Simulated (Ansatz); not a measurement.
The reference is an 8-atom supercell of FeSi (space group P2_13, No. 198; non-magnetic) at its relaxed geometry.

```
CELL_PARAMETERS angstrom
      4.40344     0.00000     0.00000
      0.00000     4.40344     0.00000
      0.00000     0.00000     4.40344
ATOMIC_POSITIONS crystal
  Fe 0.13714 0.13714 0.13714
  Fe 0.63714 0.36286 0.86286
  Fe 0.86286 0.63714 0.36286
  Fe 0.36286 0.86286 0.63714
  Si 0.84125 0.84125 0.84125
  Si 0.34125 0.65875 0.15875
  Si 0.15875 0.34125 0.65875
  Si 0.65875 0.15875 0.34125
```

Level of theory: PBEsol (Ansatz, a quantum-chemistry and plane-wave program, PAW, without spin-orbit coupling), earlier PAW set.

For the base:

The pressure is -0.1 GPa.

Modification: one H atom is added in an open site, starting 1.80 Å from the nearest host atom, atoms relaxed at fixed cell, starting from a slightly rattled geometry.

Question: Estimate the effect on the pressure, largest displacement of a host atom from its site in the perfect cell and final site of the added atom.

Answer: The pressure rises by 6.7 GPa (-0.1 GPa → 6.6 GPa); the largest displacement of a host atom from its site in the perfect cell is 0.07 Å; the final site of the added atom amounts to 3 Fe at 1.67 Å (trigonal pyramidal).

Other magnetic orders, which the real material may have, were not ruled out. The cell is small, so the values are those of an ordered compound at a high defect concentration; dilute-limit values will differ. Seeded moments were not kept for the base. Spin-polarised in the final run: H interstitial (started 1.80 Å from the nearest host atom); the other runs are not. The defect cell is spin-polarised and ends with 1.0 μB.
